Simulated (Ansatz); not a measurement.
Start from In₂O₃ (space group P-3m1, No. 164; a = 3.419 Å, c = 6.094 Å; a hypothetical phase, not in the database extracts checked).

Modification: cell and atoms relaxed at a pressure of 3 GPa.

Levels (all Ansatz, an electronic-structure program, PAW): PBEsol (420 eV, no SOC); PBEsol+SOC (420 eV, with spin-orbit coupling).

The geometry is relaxed with PBEsol.

| Quantity | Value |
|---|---|
| PBEsol pressure | 30.0 kbar |
| PBEsol gap character | indirect, L → Γ |
| PBEsol lowest conduction level above the VBM at special points | Γ 0.77 eV; A 2.99 eV; M 4.02 eV; L 4.44 eV |
| PBEsol smallest direct gap | 0.84 eV |

Problem. What does PBEsol+SOC give at this geometry for the pressure, gap character, lowest conduction level above the VBM at special points and smallest direct gap?

Solution. The pressure falls by 0.7 kbar to 29.3 kbar; the gap character stays indirect, L → Γ; the lowest conduction level above the VBM at special points changes from Γ 0.77 eV; A 2.99 eV; M 4.02 eV; L 4.44 eV to Γ 0.77 eV; A 2.99 eV; M 4.02 eV; L 4.43 eV; the smallest direct gap is still 0.84 eV.

Single points use the geometry relaxed with PBEsol. Differences between runs with and without spin-orbit coupling are approximate. Load acts through the strain it causes; cell and atoms are relaxed under it. Stability against distortions was not tested. The base started in P3m1 and relaxed to P-3m1 at this level.
